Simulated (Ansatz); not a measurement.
# A computed series for ZrC: response to strain

Start from ZrC in the rock salt structure (space group Fm-3m, No. 225; a = 4.669 Å; relaxed with 0.1 eV smearing).

Strains are applied to the cell and any free atomic positions relax.

The values are results of PBEsol (Ansatz, a quantum-chemistry and plane-wave program; PAW; 420 eV plane waves; without spin-orbit coupling), not measurements.

Notes on the quantities. energy relative to the base: free energy F.

```
variant                   energy relative to the base  volume per atom
------------------------  ---------------------------  ---------------
base                                       0 meV/atom         12.72 Å³
isotropic strain −3.00 %                 +83 meV/atom         11.61 Å³
isotropic strain −1.50 %                          [?]         12.16 Å³
isotropic strain −0.50 %                +2.1 meV/atom         12.53 Å³
isotropic strain +0.50 %                +2.1 meV/atom         12.92 Å³
isotropic strain +1.00 %                +8.2 meV/atom         13.11 Å³
isotropic strain +1.50 %                 +18 meV/atom         13.30 Å³
isotropic strain +2.00 %                 +32 meV/atom         13.50 Å³
isotropic strain +2.50 %                 +49 meV/atom         13.70 Å³
isotropic strain +3.00 %                 +69 meV/atom         13.90 Å³
```

Task: Fill in the withheld entries from the trend.

Result: 
- isotropic strain −1.50 %, energy relative to the base: +20 meV/atom

Whether these cells are dynamically stable was not tested. The final runs are not spin-polarised.
